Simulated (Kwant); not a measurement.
Device: quantum point contact (saddle potential) in a GaN two-dimensional gas. Effective mass 0.22 mₑ, grid spacing 8.3 nm, hard walls, nominal width 200 nm (25 grid rows, so walls 215.8 nm apart), one parabolic valley, scattering region 600 nm long along x; energies count from the band bottom; Fermi energy swept from 2.1365e-05 to 0.0004082 eV. Potential (V0 + ½k y²) cos²(πx/L) for |x| < L/2, with V0 = 0.00016 eV, k = 1.5e-07 eV/nm², L = 430 nm.

Constants are typed, rounded textbook-type inputs, not results; the design itself was drawn at random and stands for no fabricated device.

Kwant, effective-mass tight-binding model on a square grid, one spin, coherent transport at 0 K. Conductance is in e²/h.

Sweep values stay those of the base run.

Base results: mean G (e²/h) over the sweep 0.35; G (e²/h) at E = 0.2120 meV 0.012; G (e²/h) at E = 0.4082 meV 1.00; G (e²/h) at E = 0.1167 meV 5.9e-6.

Problem. What follows from this one change: curvature of the confinement 1.5e-07 → 1e-07 eV/nm²?

Solution. mean G over the sweep 0.35 → 0.41 e²/h; G at E = 0.2120 meV 0.012 → 0.048 e²/h; G at E = 0.4082 meV 1.00 → 1.08 e²/h; G at E = 0.1167 meV 5.9e-6 → 2.2e-5 e²/h.

Problem. What follows from this one change: effective mass 0.22 → 0.18 mₑ?

Solution. mean G over the sweep 0.35 → 0.32 e²/h; G at E = 0.2120 meV 0.012 → 0.0081 e²/h; G at E = 0.4082 meV little changed (1.00 e²/h); G at E = 0.1167 meV 5.9e-6 → 9.4e-6 e²/h.

Problem. What follows from this one change: magnetic field 0 → 0.16 T?

Solution. mean G over the sweep 0.35 → 0.33 e²/h; G at E = 0.2120 meV 0.012 → 0.0051 e²/h; G at E = 0.4082 meV little changed (1.00 e²/h); G at E = 0.1167 meV 5.9e-6 → 1.1e-6 e²/h.
